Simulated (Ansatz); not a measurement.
Base system: SnSe2 in the CdI2 type structure (space group P-3m1, No. 164; layered, stacked along the Cartesian z axis).

```
CELL_PARAMETERS angstrom
      3.84018     0.00000     0.00000
     -1.92009     3.32569     0.00000
      0.00000     0.00000     6.00656
ATOMIC_POSITIONS crystal
  Sn 0.00000 0.00000 0.00000
  Se 0.33333 0.66667 0.26530
  Se 0.66667 0.33333 0.73470
```

Cartesian axes are those of the cell as printed.

All numbers come from DFT with PBE-D3(BJ), PAW potentials and a 420 eV plane-wave cutoff in Ansatz (a first-principles code), without spin-orbit coupling.

Now apply this change: the cell is scaled by 1.0300 in all directions, atoms relaxed at fixed cell.

### Question
Predict the stress tensor and what it implies for the stiffness.

### Answer
Stress of the strained cell less that of the base (GPa, compression positive):
```
  -3.65    0.00    0.00
   0.00   -3.65    0.00
   0.00    0.00   -1.31
```

Then B = −ΔP/(ΔV/V₀) with ΔV/V₀ = 0.0927 gives secant stiffness values (nonlinear terms included at this strain): B (at held cell shape, above the free-shape value) ≈ 31 GPa.

As a check, the harmonic strain energy −½ V₀ Δσ:ε is 21 meV/atom; the computed energy rise is 23 meV/atom.

Stability against distortions was not tested.
